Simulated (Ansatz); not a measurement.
Base system: WC (space group P-6m2, No. 187; a = 2.899 Å, c = 2.827 Å; relaxed with 0.1 eV smearing).

Level of theory: PBEsol, PAW, 420 eV (Ansatz, a first-principles code; no spin-orbit coupling).

Before the change:

```
Quantity   Result
--------  -------
Pressure  0.0 GPa
```

The change: the cell is scaled by 1.0326 in all directions, atoms relaxed at fixed cell.

### Question
What happens to the energy relative to the base and pressure?

### Answer
The energy goes up by 113 meV/atom; the pressure (mean of the normal stresses, compression positive) goes from zero to -32.1 GPa.

The cells carry an imposed strain or load. Stability against distortions was not tested. The final runs are not spin-polarised.
